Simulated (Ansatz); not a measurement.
# Migration barriers: interstitial F in rutile SnO2, charge state -1

Defect: interstitial F in rutile SnO2, charge state -1. The numbers are results of PBE, PAW (plane waves to 420 eV; Ansatz, an electronic-structure program), not measurements.

72-site cell at the relaxed PBE lattice, one k-point at (0.250, 0.250, 0.250), smearing 0.01 eV, spin-restricted, no finite-size correction. Static, classical nuclei. The charge state is imposed; whether it is stable for some Fermi level was not computed. Sites that were not tried may lie lower.

Barriers: single points on a 2×2×2 k-point mesh shifted by half a step at the bands' geometries.

| Route | Start site over the lowest site run (eV) | Hop (Å) | Forward barrier (eV) | Backward barrier (eV) | Neighbours at the start | Neighbours at the saddle | Saddle order | Forward, on the band's own sampling (eV) |
|---|---|---|---|---|---|---|---|---|
| a concerted move, in which F travels most | 0.00 | 1.50 | 0.09 | 0.09 | O at 2.31, O at 2.35, O at 2.36, O at 2.43, O at 2.79, O at 2.96; Sn at 2.28, Sn at 2.31, Sn at 2.64, Sn at 2.68 Å | O at 2.30, O at 2.33, 2 O at 2.45, 2 O at 2.59; Sn at 2.15, Sn at 2.47, Sn at 2.78 Å | not checked, on a symmetry element | 0.09 |
| a concerted move, in which F travels most | 0.00 | 1.64 | 0.09 | 0.09 | O at 2.31, O at 2.35, O at 2.36, O at 2.43, O at 2.79, O at 2.96; Sn at 2.28, Sn at 2.31, Sn at 2.64, Sn at 2.68 Å | O at 2.31, O at 2.33, 2 O at 2.47, 2 O at 2.56; Sn at 2.17, Sn at 2.41 Å | not checked, on a symmetry element | 0.09 |
| a concerted move, in which F travels most | 0.00 | 2.97 | 1.53 | 1.53 | O at 2.31, O at 2.35, O at 2.36, O at 2.43, O at 2.79, O at 2.96; Sn at 2.28, Sn at 2.31, Sn at 2.64, Sn at 2.68 Å | 2 O at 2.08, 2 O at 2.28; Sn at 2.05, 2 Sn at 2.11 Å | not checked, on a symmetry element | 1.53 |

Paths come from climbing-image nudged elastic band runs.  A band can be held on a symmetry element, so unchecked saddle points there may be too high.

The whole set of runs took around 2.4 core-hours (rough).
